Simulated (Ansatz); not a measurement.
**A computed series for SiC: response to strain**

Take SiC in the wurtzite structure (space group P6_3mc, No. 186; a = 3.076 Å, c = 5.048 Å) as the base. Axes: x lies along a and z along c of the hexagonal cell.

Strains are applied to the cell and any free atomic positions relax; under biaxial strain the out-of-plane vector relaxes too.

Computed with Ansatz (an electronic-structure program), PBEsol, PAW, cutoff 420 eV, spin-orbit coupling left out.

Candidates:
(a) biaxial strain −0.60 %, plane normal [001], relaxed out of plane
(b) biaxial strain −3.00 %, plane normal [001], relaxed out of plane
(c) biaxial strain −1.80 %, plane normal [001], relaxed out of plane
(d) biaxial strain −2.40 %, plane normal [001], relaxed out of plane

Base values:

Band gap: 2.12 eV

Question: Order them by band gap, lowest first.

Answer: (b) biaxial strain −3.00 %, plane normal [001], relaxed out of plane (1.69 eV), (d) biaxial strain −2.40 %, plane normal [001], relaxed out of plane (1.79 eV), (c) biaxial strain −1.80 %, plane normal [001], relaxed out of plane (1.88 eV), (a) biaxial strain −0.60 %, plane normal [001], relaxed out of plane (2.05 eV)

Whether these cells are dynamically stable was not tested.
